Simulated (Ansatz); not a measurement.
# How far to go with the k-point mesh: Sr (P-3m1, 2 atoms in the cell)

```
CELL_PARAMETERS angstrom
      4.28830     0.00000     0.00000
     -2.14415     3.71377     0.00000
      0.00000     0.00000     7.02343
ATOMIC_POSITIONS crystal
  Sr 0.33333 0.66667 0.25712
  Sr 0.66667 0.33333 0.75000
```

Method of the run: LDA (PW92), default PAW files made with PBE (plane waves; Ansatz, a quantum-chemistry and plane-wave program).

Base settings: basis.ecutwfc = 420 eV; kpoints.mp_grid.grid = 9 9 5; hamiltonian.xc = lda; hamiltonian.pseudopotentials = {kind: paw} (the program's default PAW files); scf.occupations.method = gaussian; scf.occupations.width = 0.1 eV.

The second cell is the first with its lattice scaled by 0.98.

Only quantities that move along the ladder and can be compared are tabulated.

The count of work is k-points × plane waves × bands × iterations; it is no time. Core times come from one kind of shared machine, to one figure; runs under 30 s give none.

The starting cell comes from a database of computed structures (which also holds hypothetical and non-ambient phases and stackings), without a prior relaxation at this level. Its lattice was rescaled by up to half a per cent. One atom was moved a little off its site on purpose.

Steps (kpoints.mp_grid.grid): 2 2 1; 3 3 2; 4 4 2; 4 4 3; 5 5 3; 6 6 3; 6 6 4; 7 7 4; 8 8 4; 9 9 5; 10 10 6; 12 12 6; 13 13 7; 14 14 8; 16 16 9; 17 17 9; 19 19 10; 21 21 11; 24 24 13; 26 26 14; 29 29 16.

Problem. What is the coarsest kpoints.mp_grid.grid that holds the energy of the compressed cell less the first within 1 meV/atom of the last step, with all finer ones?

Solution. 3 3 2, at 0.0048 of the last step's count of work; the step before is off by 1.2 meV/atom.

Problem. What is the coarsest kpoints.mp_grid.grid that holds the free energy within 0.5 meV/atom of the last step, with all finer ones?

Solution. 12 12 6, at 0.080 of the last step's count of work; the step before is off by 0.75 meV/atom.

Problem. What is the coarsest kpoints.mp_grid.grid that holds the forces within 0.02 eV/Å of the last step, with all finer ones?

Solution. 4 4 2, at 0.0064 of the last step's count of work; the step before is off by 0.026 eV/Å.

| kpoints.mp_grid.grid | free energy less the last step's (meV/atom) | energy of the compressed cell less the first (meV/atom) | largest difference of a force vector from the last step's (eV/Å) | count of work / last | core time / last (rough) |
|---|---|---|---|---|---|
| 2 2 1 | 58.37 | -25.23 | 0.028 | 0.0021 | – |
| 3 3 2 | 125.73 | -24.62 | 0.026 | 0.0048 | – |
| 4 4 2 | -4.87 | -24.18 | 0.009 | 0.0064 | – |
| 4 4 3 | -16.34 | -23.52 | 0.012 | 0.0072 | – |
| 5 5 3 | -1.02 | -24.58 | 0.008 | 0.0096 | – |
| 6 6 3 | 18.32 | -23.55 | 0.008 | 0.014 | – |
| 6 6 4 | 10.94 | -23.65 | 0.003 | 0.019 | – |
| 7 7 4 | 1.42 | -24.19 | 0.001 | 0.022 | – |
| 8 8 4 | 0.36 | -23.97 | 0.002 | 0.028 | – |
| 9 9 5 | 1.78 | -23.66 | 0.001 | 0.040 | – |
| 10 10 6 | 0.75 | -24.14 | 0.000 | 0.057 | – |
| 12 12 6 | 0.25 | -23.81 | 0.000 | 0.080 | – |
| 13 13 7 | 0.30 | -24.02 | 0.000 | 0.10 | – |
| 14 14 8 | -0.13 | -24.00 | 0.000 | 0.13 | – |
| 16 16 9 | 0.08 | -24.03 | 0.000 | 0.19 | – |
| 17 17 9 | -0.01 | -24.03 | 0.000 | 0.21 | – |
| 19 19 10 | 0.02 | -24.03 | 0.000 | 0.29 | – |
| 21 21 11 | -0.03 | -24.04 | 0.000 | 0.38 | – |
| 24 24 13 | -0.01 | -24.04 | 0.000 | 0.57 | 0.6 |
| 26 26 14 | 0.00 | -24.04 | 0.000 | 0.71 | 0.7 |
| 29 29 16 | 0.00 | -24.04 | 0.000 | 1.0 | 1 |

The energy difference between the two cells stays within 1 meV/atom of the last step's from 3 3 2 on, the total only from 10 10 6 on: much of the error is common to both cells and cancels.

Keys are those of Ansatz 0.2.
